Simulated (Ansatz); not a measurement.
The parent structure is ZrIr3 in the Cu3Au type structure (space group Pm-3m, No. 221; a = 3.934 Å; relaxed with 0.1 eV smearing). Axes: x, y, z lie along the cube axes.

Calculations: Ansatz (a program for electronic structure) PBEsol, no spin-orbit coupling.

It is then changed as follows: uniaxial strain ε_xx = −1.11 %, all other strain components held at zero; the atoms relax in the strained cell.

Predict the stress tensor and what it implies for the stiffness.

Stress of the strained cell less that of the base (GPa, compression positive):
```
    5.1     0.0     0.0
    0.0     2.6     0.0
    0.0     0.0     2.6
```

Then −Δσ_ii/ε with ε = -0.0111 gives relaxed-ion elastic constants: C11 ≈ 458 GPa, C12 ≈ 232 GPa and C13 ≈ 232 GPa.

Stability against distortions was not tested. All final runs are without spin polarisation.
